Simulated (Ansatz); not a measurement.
Start from HgTe in the zinc blende structure (space group F-43m, No. 216).

```yaml
crystal:
  lattice:
    - [0.00000, 3.25495, 3.25495]
    - [3.25495, 0.00000, 3.25495]
    - [3.25495, 3.25495, 0.00000]
  atoms:
    - { symbol: Te, position: [0.75000, 0.75000, 0.75000] }
    - { symbol: Hg, position: [0.00000, 0.00000, 0.00000] }
```

Cartesian axes are those of the cell as printed.

Level of theory: PBEsol (Ansatz, a quantum-chemistry and plane-wave program; PAW; 420 eV plane waves; no spin-orbit coupling), earlier PAW set.

For the base:

- Pressure = 0.0 GPa
- Shortest interatomic distance = 2.819 Å
- Band gap = zero

Perturbation: the cell is stretched by 5.28 % along z with no lateral relaxation, atoms relaxed at fixed cell.

Problem. What happens to the energy relative to the base, pressure, shortest interatomic distance and band gap?

Solution. The energy increases by 15 meV/atom; the pressure (mean of the normal stresses, compression positive) goes from zero to -1.9 GPa; the shortest interatomic distance grows by 0.050 Å to 2.869 Å; the band gap is still zero.

A case with no gap was solved on a k-mesh chosen for an insulator, which is coarse for it. Spin-orbit coupling, missing from the scalar runs, can matter with Hg and Te. The cells carry an imposed strain or load. Whether these cells are dynamically stable was not tested. The final runs are not spin-polarised. The zero or small gap of HgTe can change with the level of theory.
